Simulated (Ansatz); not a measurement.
Amorphous Si$_{33}$N$_{40}$

It comes from a melt-quench run on a machine-learned potential (CHGNet), relaxed afterwards by DFT. N atoms were pushed apart under 1.9 Å during the dynamics, to hinder bonds among them. The hot cell started wider than the set density and was brought back towards it in steps. It is the lowest in DFT energy of 2 quenches. It is a model cell: composition and starting density were chosen by hand, and all elements were melted together. No dispersion term was used. Cycles of charging and discharging annealed it further.

Methods: PBE, scalar-relativistic without spin-orbit coupling (Ansatz, an electronic-structure program); r2SCAN, scalar-relativistic without spin-orbit coupling (Ansatz); HSE06, scalar-relativistic without spin-orbit coupling (Ansatz). Geometry, pressure, stress and energy are those of the PBE run. Its sampling: a 2×2×2 Γ-centred mesh; Fermi-Dirac width 0.02 eV; no spin polarisation. Other functionals are single points at the zone centre (r2SCAN at 500 eV; exact exchange cut at the cell's faces), free to take moments where seeds were set. The usual formal charges leave 12 electrons over, so the level spacing at the Fermi energy parts defect or band states and needn't be the band gap. At PBE the levels at the filled edge of the gap are localised (band-tail or defect states), and the nearest spread-out levels lie 2.3 eV apart at the zone centre.

```yaml
number_of_atoms_in_the_cell: 73
Density (held, not predicted): 2.94 g/cm³
volume_per_atom: 11.52 Å^3
Pressure on a 2×2×2 Γ-centred mesh: 0.78 GPa
Largest force and stress component on that mesh (the relaxation ran on the zone centre alone): 0.24 eV/Å and 1.7 GPa
Energy relative to beta Si3N4 + silicon (lowest mix at this level among the phases computed, not always the ambient ones): 0.367 eV/atom
Level spacing at the Fermi energy on a 2×2×2 Γ-centred mesh (PBE): 0.79 eV
Level spacing at the Fermi energy at the zone centre (PBE): 1.01 eV
Level spacing at the Fermi energy at the zone centre (r2SCAN): 1.25 eV
Level spacing at the Fermi energy at the zone centre (HSE06): 1.83 eV
```

Cut-offs for bonds: Si-Si 2.60 Å, Si-N 2.30 Å, N-N 1.70 Å. Two cations that share two anions don't count as bonded, nor two that share one unless they lie closer than Si-Si 2.38 Å.

```json
{
 "Mean coordination of Si by anions": "3.73 (1 with 2, 7 with 3, 25 with 4); 8 close contacts or bonds to cations besides",
 "Mean coordination of N": "3.08 (1 with 2, 35 with 3, 4 with 4)",
 "Mean Si-N bond": "1.779 Å (spread 0.083 Å, 123 counted)",
 "Mean Si-Si bond": "2.447 Å (spread 0.082 Å, 4 counted)"
}
```

Its density started from a set value of 2.94 g/cm³. Cooling (nominally 450 K/ps over its main leg) ran many orders faster than in experiment, which tends to leave more defects and strain. One small periodic cell is one sample of the glass; other quenches scatter about these values. The volume was held where the preparation left it, at a PBE pressure of 0.8 GPa. Stress components on the final sampling reach 1.7 GPa. On a 2×2×2 Γ-centred mesh force components of up to 0.24 eV/Å stay, since the relaxation ran on the zone centre alone. Cycles of charging lowered its energy after that relaxation.
